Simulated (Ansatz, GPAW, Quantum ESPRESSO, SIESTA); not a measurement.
**CsPdBr3 (P1, 5 atoms in the cell) computed with different codes at matched settings**

Self-consistent single point.

```
CELL_PARAMETERS angstrom
      5.41693     0.00000     0.00000
      0.00196     5.41814     0.00000
      0.00080     0.00152     5.41865
ATOMIC_POSITIONS crystal
  Cs 0.99905 0.99228 0.99926
  Pd 0.50458 0.48479 0.50085
  Br 0.50327 0.48825 0.00077
  Br 0.49871 0.98508 0.49815
  Br 0.00439 0.48959 0.50097
```

Shared settings, as Ansatz (an electronic-structure program) writes them: kpoints.mp_grid.grid = 4 4 4; scf.occupations.method = fermi_dirac; scf.occupations.width = 0.05 eV. Potentials and cutoffs stand in the table.

| code | model | pressure (GPa) | largest force (eV/Å) | cutoff |
|---|---|---|---|---|
| Quantum ESPRESSO | LDA (PZ), GBRV 1.5 ultrasoft (LDA) pseudopotentials | -5.35 | 0.024 | 40 Ry |
| GPAW | LDA (Perdew-Wang 92), GPAW PAW datasets LDA (gpaw-data 1.0.1) | -5.26 | 0.024 | 550 eV |
| Ansatz | LDA (PW92), PAW files made with PBE | -5.41 | 0.024 | default |
| SIESTA | LDA PW92, numerical atomic orbitals TZP, PseudoDojo LDA standard norm-conserving potentials (rewritten from UPF to PSML) | -6.09 | 0.025 | grid 350 Ry |

Size of the force on each atom (eV/Å): Sizes of forces hide their directions.

```csv
code,Cs1,Pd2,Br3,Br4,Br5
Quantum ESPRESSO,0.014,0.014,0.006,0.024,0.017
GPAW,0.016,0.015,0.006,0.024,0.016
Ansatz,0.015,0.014,0.006,0.024,0.017
SIESTA,0.014,0.004,0.006,0.025,0.008
```

On Ansatz's run: spin polarisation is off.

The spread over the programs that give each value: pressure within 0.83 GPa; largest force within 0.001 eV/Å.

SIESTA uses small atom-centred bases, whose incompleteness enters pressures, forces and empty levels differently from a plane-wave cutoff. Ansatz's pressure is given at a fixed set of plane waves, as the other plane-wave codes print theirs. The same LDA comes in different parametrisations, which differ slightly.

On the base mesh (3 3 3) the same programs gave: Ansatz pressure -5.87 GPa; Quantum ESPRESSO pressure -5.81 GPa; GPAW pressure -5.72 GPa; SIESTA pressure -6.50 GPa.

The values differ from the base mesh's, so the mesh still matters here: the table compares the programs at equal settings.

The starting cell comes from a database of computed structures (which also holds hypothetical and non-ambient phases and stackings), without a prior relaxation at this level. Its lattice was rescaled by a random factor within 2.5 % of one.

Left out of this page: CP2K (on another mesh).

Keys are those of Ansatz 0.2.
